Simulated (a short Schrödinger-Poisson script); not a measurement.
# MOS inversion layer, SiO2 on p-type Ge(100)

System: MOS inversion layer, SiO2 on p-type Ge(100), at 300 K.

```
layer  material  thickness (nm)  Na (cm⁻³)
-----  --------  --------------  ---------
1          SiO2             3.3          -
2            Ge             900     2.1e17
```

The device is made up for the run: typed textbook-type constants, with dimensions and the other settings drawn at random. SiO2: permittivity 3.9, conduction-band edge (eV) 3.1, gap (eV) 9, electron mass (mₑ) 0.5. Ge: permittivity 16, conduction-band edge (eV) 0, gap (eV) 0.664, Nv at 300 K (cm⁻³) 6e18.

Channel valleys (confinement mass, in-plane density-of-states mass, number): L4 0.12, 0.295, 4. At the gate the conduction-band edge of layer 1 lies 3.37 eV − eVg above the Fermi level of the channel; the field vanishes at the back. Gaps are held at their typed values at every temperature. Mesh 0.03 nm at interfaces.

From a short Schrödinger-Poisson script (our own, NumPy): 1D Poisson equation in equilibrium, electrons quantum, Hartree (BenDaniel-Duke, 12 states a valley, the channel's in-plane mass for all, wave functions ending at the dielectric), parabolic valleys, classical holes, full ionisation, no traps, pinning or gate leakage.

| Vg (V) | electrons (cm⁻²) | C (μF/cm²) | L4 E0 (meV) | L4 E1 (meV) |
|---|---|---|---|---|
| 0.15 | 1.77e7 | 0.229 | 352.9 | 406.4 |
| 0.3 | 1.11e9 | 0.203 | 244.3 | 306.5 |
| 0.45 | 6.33e10 | 0.353 | 139.1 | 208.2 |
| 0.6 | 4.99e11 | 0.673 | 84.9 | 159.8 |
| 0.75 | 1.16e12 | 0.771 | 62.1 | 142.0 |
| 0.9 | 1.90e12 | 0.812 | 48.5 | 132.9 |
| 1.05 | 2.66e12 | 0.836 | 38.8 | 127.3 |
| 1.2 | 3.45e12 | 0.853 | 31.2 | 123.6 |
| 1.35 | 4.26e12 | 0.864 | 24.9 | 120.9 |
| 1.5 | 5.07e12 | 0.874 | 19.4 | 118.8 |
| 1.65 | 5.89e12 | 0.882 | 14.6 | 117.3 |
| 1.8 | 6.72e12 | 0.888 | 10.2 | 116.0 |
| 1.95 | 7.55e12 | 0.893 | 6.2 | 115.1 |
| 2.1 | 8.39e12 | 0.898 | 2.5 | 114.3 |
| 2.25 | 9.24e12 | 0.902 | -0.9 | 113.6 |
| 2.4 | 1.01e13 | 0.906 | -4.2 | 113.1 |
| 2.55 | 1.09e13 | 0.909 | -7.3 | 112.7 |
| 2.7 | 1.18e13 | 0.912 | -10.2 | 112.3 |

Gate voltages with under 1e6 electrons/cm² are left out.

Subbands count from the Fermi level.

Only the L valleys are kept; under strong confinement the Δ valleys of Ge fill too.
